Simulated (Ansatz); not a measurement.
Input and output of a self-consistent single point for V (Im-3m, 1 atom in the cell) (Ansatz, an electronic-structure program).

Method of the run: PBE (plane waves, PAW; Ansatz).

```
V
1.0
   -1.49120     1.49120     1.49120
    1.49120    -1.49120     1.49120
    1.49120     1.49120    -1.49120
V
1
Cartesian
  0.00000   0.00000   0.00000
```

Reference input (self-consistent single point, DFT, PBE, plane waves, default PAW files): kpoints.mp_grid.grid = 20 20 20; hamiltonian.xc = pbe; hamiltonian.pseudopotentials = {kind: paw} (the program's default PAW files); scf.occupations.method = cold; scf.occupations.width = 0.136 eV. This run's input differs from it in these lines:

Ansatz 0.2 input:
```diff
@@ -10,3 +10,3 @@
   mp_grid:
-    grid: [20, 20, 20]
+    grid: [15, 15, 15]
 hamiltonian:
```

Output (repeated stretches shortened):

```
SCF iter   1: F=—  HF=-2912.410605 eV  |F-HF|=—  |Δ(HF+E_count)|=         —  Δρ=5.61e-3  dr2=1.10e-3  ethr=1.77e-3  ⟨swp⟩=4.0  Hψ=6693  notcnv=0
all-band conjugate gradients solve this SCF's bands
preconditioner: auto → none
SCF iter   2: F=—  HF=-2912.410615 eV  |F-HF|=—  |Δ(HF+E_count)|=   9.73e-6  S|Δr|=    0.00e0  Δρ=2.83e-3  dr2=2.77e-4  ethr=8.43e-6  ⟨swp⟩=1.0  Hψ=2280  notcnv=0
SCF iter   3: F=—  HF=-2912.410692 eV  |F-HF|=—  |Δ(HF+E_count)|=   7.73e-5  S|Δr|=    0.00e0  Δρ=7.58e-4  dr2=6.06e-5  ethr=2.13e-6  ⟨swp⟩=1.8  Hψ=1419  notcnv=0
SCF iter   4: F=—  HF=-2912.410667 eV  |F-HF|=—  |Δ(HF+E_count)|=   2.50e-5  S|Δr|=    0.00e0  Δρ=3.06e-5  dr2=4.12e-8  ethr=7.69e-10  ⟨swp⟩=4.1  Hψ=6905  notcnv=0
SCF iter   5: F=-2912.410667 eV  HF=-2912.410667 eV  |F-HF|=1.47e-8  |Δ(HF+E_count)|=   2.81e-8  S|Δr|=    0.00e0  Δρ=1.50e-5  dr2=2.29e-8  ethr=3.17e-10  ⟨swp⟩=4.4  Hψ=5476  notcnv=0
SCF 1 converged in 5 iterations: F = -2912.410667 eV  dr2 = 2.29e-8
Stability not checked (fill_not_monotonic)
Free energy (F): -2912.410667 eV
Internal energy: -2912.414645 eV  (E = F + TS)
E sigma→0 (E₀):  -2912.411993 eV
Entropy (-TS):   0.003977 eV (3.977 meV/atom)
Fermi energy:    16.825597 eV
--- Forces (eV/Å), atoms counted from 1 ---
  atom   1  V     -0.00000000    -0.00000000     0.00000000
--- Stress (GPa, compression-positive) ---
        2.481153      -0.000000      -0.000000
       -0.000000       2.481153       0.000000
        0.000000       0.000000       2.481153
  P = ⅓ Tr σ = 2.4812 GPa (24.812 kbar)
  The stress holds the Pulay correction. Without it, at fixed plane waves, as pw.x and ABINIT print it: P = 2.3881 GPa
```

The run converged in 5 iterations. Against the reference run the free energy goes down by 1.9 meV/atom and the pressure goes from 2.71 to 2.48 GPa.

The starting cell comes from a database of computed structures (which also holds hypothetical and non-ambient phases and stackings), without a prior relaxation at this level. Spin polarisation is off. Ansatz's pressure includes its estimate of the finite-basis (Pulay) stress.
